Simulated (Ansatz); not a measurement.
Fe3Ge (Fm-3m, No. 225, 4 atoms in the cell; start mp-20711), treated with LDA (plane waves, PAW; Ansatz, a quantum-chemistry and plane-wave program).

Run with plane-wave cutoff 520 eV, 16×16×16 k mesh, Fermi–Dirac smearing 0.05 eV, spin-polarised start, scalar-relativistic PAW data made under PBE.

Cell (relaxed at this level):

```yaml
crystal:
  lattice:
    - [0.00000, 2.78356, 2.78356]
    - [2.78356, 0.00000, 2.78356]
    - [2.78356, 2.78356, 0.00000]
  atoms:
    - { symbol: Fe, position: [0.50000, 0.50000, 0.50000] }
    - { symbol: Fe, position: [0.25000, 0.25000, 0.25000] }
    - { symbol: Fe, position: [0.75000, 0.75000, 0.75000] }
    - { symbol: Ge, position: [0.00000, 0.00000, 0.00000] }
```

Give the computed bulk modulus B0.


* **bulk modulus B0**: 239 GPa

The run finds no gap.

Note: the magnetic order was assumed, not searched for or taken from measurement; the bulk modulus is −V dP/dV from two relaxed cells at ±2 % in volume; the relaxation could not lower the start's symmetry, so the cell can be a saddle point above a distorted one.

Computed values are for the static lattice.

A start named mp-… is a Materials Project structure, which need not be a measured phase.
